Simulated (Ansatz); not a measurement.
# Input and output of a self-consistent single point for K2Pt (I4mm, 3 atoms in the cell) (Ansatz)

Computed with LDA (PW92), default PAW files made with PBE (plane waves; Ansatz, a first-principles code).

Input:

Ansatz 0.2 input:
```yaml
crystal:
  lattice:
    - [0.00000000, 3.77012100, 3.77012100]
    - [3.77012100, 0.00000000, 3.77012100]
    - [3.77012100, 3.77012100, 0.00000000]
  atoms:
    - { symbol: K, position: [0.75000000, 0.75000000, 0.75000000] }
    - { symbol: K, position: [0.25000000, 0.25000000, 0.25000000] }
    - { symbol: Pt, position: [0.00663100, 0.00663100, -0.00663100] }
basis:
  ecutwfc: 30.9 Ry
kpoints:
  mp_grid: { grid: [6, 6, 6] }
hamiltonian:
  xc: lda
  pseudopotentials: { kind: paw }
scf:
  occupations: { method: fermi_dirac, width: 0.0037 Ry }
output:
  forces: true
  eigenvalues: true
  stress: true
```

The program printed (abridged):

```
WARN ansatz: RAYON_NUM_THREADS=1 ignored (pool sized by the plan → 1); use --threads N
Pseudopotentials: kind: paw
Pseudopotential: K, paw, valence charge 9
Pseudopotential: Pt, paw, valence charge 18
Crystal: 3 atoms, lattice volume = 107.176 Å³
Basis set: ecut = 420.4159175005146 eV, 2085 PW (Γ)
Bands: 22, of which v1, the nominal top of the filled ones, is band 18 counted from 1 (17 counted from 0)
Symmetry: 8 space group operations
Space group: I4mm (ITA 107), of the structure as read, at distance tolerance 4.8e-5 Å
k-points: 30 of 216 (time reversal used)
PAW frozen core: K, regenerated for the run's functional, and the local potential with it
PAW frozen core: Pt, regenerated for the run's functional, and the local potential with it
Initial density: superposition of atomic densities (neutral atoms: chi_scale 0, normalization atom), corrected by the library's trained network
Initial wavefunctions: pseudopotential atomic-orbital guess
Eigensolver: davidson
Functional: x = slater, c = lda
SCF iter   1: F=—  HF=-15237.109223 eV  |F-HF|=—  |Δ(HF+E_count)|=         —  Δρ=4.18e-3  dr2=8.68e-3  ethr=1.77e-3  ⟨swp⟩=5.6  Hψ=3002  notcnv=0
all-band conjugate gradients solve this SCF's bands
preconditioner: auto → none
SCF iter   2: F=—  HF=-15237.108649 eV  |F-HF|=—  |Δ(HF+E_count)|=   5.74e-4  Δρ=2.32e-3  dr2=4.78e-3  ethr=2.41e-5  ⟨swp⟩=2.3  Hψ=1299  notcnv=0
SCF iter   3: F=—  HF=-15237.109045 eV  |F-HF|=—  |Δ(HF+E_count)|=   3.96e-4  Δρ=1.94e-3  dr2=6.03e-3  ethr=1.33e-5  ⟨swp⟩=2.0  Hψ=840  notcnv=0
SCF iter   4: F=—  HF=-15237.107960 eV  |F-HF|=—  |Δ(HF+E_count)|=   1.08e-3  Δρ=2.76e-4  dr2=3.84e-5  ethr=1.33e-5  ⟨swp⟩=2.0  Hψ=839  notcnv=0
SCF iter   5: F=—  HF=-15237.107954 eV  |F-HF|=—  |Δ(HF+E_count)|=   5.80e-6  Δρ=3.64e-5  dr2=2.02e-6  ethr=1.07e-7  ⟨swp⟩=2.3  Hψ=1076  notcnv=0
SCF iter   6: F=—  HF=-15237.107954 eV  |F-HF|=—  |Δ(HF+E_count)|=   1.40e-8  Δρ=1.53e-5  dr2=3.80e-7  ethr=5.61e-9  ⟨swp⟩=2.0  Hψ=840  notcnv=0
SCF iter   7: F=-15237.107954 eV  HF=-15237.107954 eV  |F-HF|=4.03e-8  |Δ(HF+E_count)|=   4.52e-8  Δρ=6.64e-6  dr2=5.79e-8  ethr=2.78e-10  ⟨swp⟩=4.6  Hψ=2271  notcnv=0
SCF 1 converged in 7 iterations: F = -15237.107954 eV  dr2 = 5.79e-8
SCF converged after 7 iterations
Free energy (F): -15237.107954 eV
Harris-Foulkes:  -15237.107954 eV  (|F-HF|=4.03e-8)
Internal energy: -15237.107954 eV  (E = F + TS)
E sigma→0 (E₀):  -15237.107954 eV
Entropy (-TS):   -0.000001 eV (-0.000 meV/atom)
Fermi energy:    5.086958 eV
--- Per-component energies (eV) ---
  E_band       = -609.177969
  E_kinetic    = 1150.875722
  E_local      = -4282.484569  (includes V_loc(G=0)·N_el)
  E_nonlocal   = 241.111189
  E_hartree    = 1634.876528
  E_xc         = -525.016307
  E_vxc        = -628.037518  (∫ρ·V_xc dr)
  E_paw        = -10665.272570  (= ΣΔE_a)
  E_vpaw       = -360.379527  (= ΣTr[D̂ρ^β])
  E_aug_tail   = 0.000170  (compensation charges beyond the density's cutoff)
  E_ewald      = -2792.176986
  E_core_change = 0.978869  (= ΣΔE_core)
  E_smearing   = -0.000001  (= −TS)
  E_closure    = 0.000000  (closes the sum)
  Σ components = -15237.107954   (vs F -15237.107954, Δ=0.00e0)
--- Forces (eV/Å), atoms counted from 1 ---
  atom   1  K     -0.00000000    -0.00000000     0.03584233
  atom   2  K     -0.00000000     0.00000000     0.03584233
  atom   3  Pt    -0.00000000     0.00000000    -0.07177698
  max |Σ_I F_I| component: 9.23e-5 eV/Å
--- Stress (GPa, compression-positive) ---
       -1.753447       0.000000      -0.000000
        0.000000      -1.753447       0.000000
       -0.000000       0.000000      -1.761726
  P = ⅓ Tr σ = -1.7562 GPa (-17.562 kbar)
  The stress holds the Pulay correction. Without it, at fixed plane waves, as pw.x and ABINIT print it: P = -1.7626 GPa
--- Band table (eV; the first three rows and the last of 30) ---
  k-point 0: bands = ["-90.9704", "-45.1331", "-45.1331", "-45.1330", "-25.0301", "-24.9577", "-8.8391", "-8.8391", "-8.8390", "-8.6018", "-8.6018", "-8.6018", "2.0325", "4.1314", "4.1333", "4.2731", "4.2737", "4.2737", "7.8246", "7.8271", "7.8271", "9.8936"]
  k-point 1: bands = ["-90.9704", "-45.1331", "-45.1331", "-45.1330", "-25.0250", "-24.9624", "-8.8262", "-8.8243", "-8.8243", "-8.6283", "-8.6190", "-8.6190", "2.2708", "4.1448", "4.1463", "4.2371", "4.2693", "4.2697", "7.1251", "7.9770", "7.9781", "10.1492"]…
  k-point 2: bands = ["-90.9704", "-45.1331", "-45.1331", "-45.1330", "-25.0113", "-24.9753", "-8.7935", "-8.7833", "-8.7832", "-8.6874", "-8.6648", "-8.6648", "2.8508", "4.1708", "4.1711", "4.1846", "4.2626", "4.2635", "6.1697", "8.3081", "8.3087", "10.2217"]…
  k-point 29: bands = ["-90.9704", "-45.1331", "-45.1331", "-45.1330", "-25.0043", "-24.9811", "-8.9453", "-8.8750", "-8.8750", "-8.5769", "-8.5769", "-8.5437", "3.7084", "3.9866", "3.9869", "4.2759", "4.2759", "4.3352", "5.8590", "8.0932", "8.5062", "8.5062"]…
```

The run converged in 7 iterations.

The starting cell comes from a database of computed structures (which also holds hypothetical and non-ambient phases and stackings), without a prior relaxation at this level. Its lattice was rescaled by up to half a per cent. One atom was moved a little off its site on purpose. Spin-orbit coupling is off. Ansatz's pressure includes its estimate of the finite-basis (Pulay) stress. Another mesh or the band path of this cell gives a smaller gap, so this value is not converged in the mesh.
